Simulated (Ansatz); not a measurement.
Consider this model of amorphous In9Ga9Zn9O38Ti.

```xyz
66
Lattice="9.4114 0.0000 0.0000 0.0000 9.4114 0.0000 0.0000 0.0000 9.4114" Properties=species:S:1:pos:R:3 pbc="T T T"
In     6.3810     6.2173     6.8128
In     4.2398     5.0569     1.2812
In     7.2321     3.1057     5.2933
In     4.6107     8.7295     8.0743
In     7.1641     5.6899     3.1975
In     4.3479     3.0740     7.9750
In     2.3296     8.0549     2.0857
In     8.5084     8.6082     2.6707
In     2.7010     1.9808     2.3870
Ga     0.3707     5.5737     5.7162
Ga     8.5048     6.3269     0.0843
Ga     1.2930     5.0498     3.0099
Ga     9.2255     1.8853     7.2867
Ga     3.2498     7.4998     5.4761
Ga     2.0325     0.5914     8.8213
Ga     7.0578     3.7851     8.8776
Ga     1.0973     4.0380     9.3950
Ga     4.0742     1.2595     4.9932
Zn     5.3028     8.3255     2.6864
Zn     4.2023     4.4889     4.6536
Zn     0.9106     0.2886     5.1106
Zn     0.0182     7.9431     7.2423
Zn     5.6866     2.3708     2.3611
Zn     2.5008     6.3918     8.1724
Zn     1.7675     3.1673     5.5586
Zn     8.6579     2.6666     1.9306
Zn     6.9481     9.3213     5.5419
O      5.8851     1.5097     5.2252
O      1.2170     2.4116     8.4851
O      5.5734     6.3954     2.0147
O      7.6644     1.7370     8.3413
O      0.8684     8.4264     3.6696
O      1.6280     6.9261     6.3206
O      6.2682     3.7841     7.1747
O      8.3736     6.6468     6.2993
O      0.9330     0.2511     7.2367
O      6.0493     5.1176     4.9324
O      4.0516     3.6076     2.8309
O      2.1737     1.6161     4.4052
O      2.2468     5.9983     1.7602
O      5.8413     8.9484     0.5487
O      8.5720     6.6605     1.8882
O      8.7057     8.2188     9.0895
O      9.3854     3.6751     6.2785
O      6.8998     8.1439     3.9042
O      8.0215     0.8558     1.5277
O      1.1848     3.4428     1.9297
O      6.5810     8.5635     7.3260
O      3.6527     9.2225     6.0894
O      1.6893     0.5220     1.2937
O      2.8144     8.1047     9.1441
O      3.0809     4.5337     8.9555
O      4.4830     0.8660     2.9589
O      4.2902     6.6961     6.9269
O      6.8905     5.7521     8.8071
O      7.2392     3.3352     3.1306
O      9.1364     5.2239     3.9834
O      3.6641     7.5745     3.6879
O      8.5655     1.2312     5.5491
O      8.5837     3.9675     0.4689
O      3.6897     3.0043     5.9847
O      2.2170     4.9003     4.6489
O      0.6668     5.7121     8.6502
O      3.7916     1.2087     8.6399
O      5.5325     3.3327     0.4922
Ti     7.3821     0.0982     9.2389
```

The numbers are results of PBE, scalar-relativistic without spin-orbit coupling (plane waves to 420 eV, PAW; Ansatz, an electronic-structure program), not measurements.

Preparation: random packing, a CHGNet melt and quench, and a DFT relaxation. O atoms were pushed apart under 1.9 Å during the dynamics, to hinder bonds among them. The hot cell started wider than the set density and was brought back towards it in steps. It is the lowest in DFT energy of 2 quenches. It is a model cell: composition and starting density were chosen by hand, and all elements were melted together. No dispersion term was used. Its density started from a set value of 5.79 and ended at 5.79 g/cm³. The simulated quench (nominally 260 K/ps over its main leg) is rapid and tends to freeze in more defects than a deposited or slowly cooled glass has. A cell of this size samples the disorder only roughly. The volume was held where the preparation left it, at a PBE pressure of 1.5 GPa. Stress components on the final sampling reach 2.2 GPa.

Neighbours within In-In 3.12 Å, In-Ga 2.90 Å, In-Zn 2.90 Å, In-O 2.70 Å, In-Ti 3.12 Å, Ga-Ga 2.68 Å, Ga-Zn 2.68 Å, Ga-O 2.54 Å, Ga-Ti 2.90 Å, Zn-Zn 2.68 Å, Zn-O 2.44 Å, Zn-Ti 2.90 Å, O-O 1.58 Å, O-Ti 2.49 Å, Ti-Ti 3.12 Å count as bonded. Two cations that share two anions don't count as bonded, nor two that share one unless they lie closer than In-In 3.04 Å, In-Ga 2.82 Å, In-Zn 2.82 Å, In-Ti 3.04 Å, Ga-Ga 2.61 Å, Ga-Zn 2.61 Å, Ga-Ti 2.82 Å, Zn-Zn 2.61 Å, Zn-Ti 2.82 Å, Ti-Ti 3.04 Å.

Task: Give the coordination numbers, mean bond lengths and angles.

Result: 
```yaml
Mean coordination of In by anions: 5.33 (1 with 4, 4 with 5, 4 with 6)
Mean coordination of Ga by anions: 4.78 (2 with 4, 7 with 5)
Mean coordination of Zn by anions: 4.22 (7 with 4, 2 with 5)
Mean coordination of O: 3.53 (18 with 3, 20 with 4)
Mean coordination of Ti by anions: 5.00 (1 with 5)
Mean In-O bond: 2.197 Å (spread 0.121 Å, 48 counted)
Mean Ga-O bond: 1.957 Å (spread 0.118 Å, 43 counted)
Mean Zn-O bond: 2.034 Å (spread 0.078 Å, 38 counted)
Mean O-Ti bond: 1.957 Å (spread 0.171 Å, 5 counted)
Bond angle at In: mean 105.2°, spread 27.8°
Bond angle at Ga: mean 106.9°, spread 24.3°
Bond angle at Zn: mean 107.7°, spread 21.0°
Bond angle at O: mean 111.1°, spread 15.9°
Bond angle at Ti: mean 107.6°, spread 27.1°
```

Task: List the pairs of like atoms that count as bonded by the rules above.

Result: There are none by these rules.
